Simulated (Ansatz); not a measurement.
# YN: response to strain

Start from YN in the rock salt structure (space group Fm-3m, No. 225; a = 4.906 Å).

Strains are applied to the cell and any free atomic positions relax.

All numbers come from PBE/PAW in Ansatz (a quantum-chemistry and plane-wave program), scalar-relativistic without spin-orbit coupling.

Computed cases, in order: isotropic strain −3.72 %; the unstrained base; isotropic strain +0.55 %; isotropic strain +0.86 %.

### Question
Between which two neighbouring cases does the band gap open or close?

### Answer
Between isotropic strain −3.72 % (zero) and the unstrained base (0.21 eV). The whole series: isotropic strain −3.72 %: zero; the unstrained base: 0.21 eV; isotropic strain +0.55 %: 0.24 eV; isotropic strain +0.86 %: 0.25 eV.

The mesh was chosen for an insulator and is coarse for the gapless case. No phonon test of stability was made. The final runs are not spin-polarised. A zero or small gap of YN can be the functional's error rather than a property of the material.
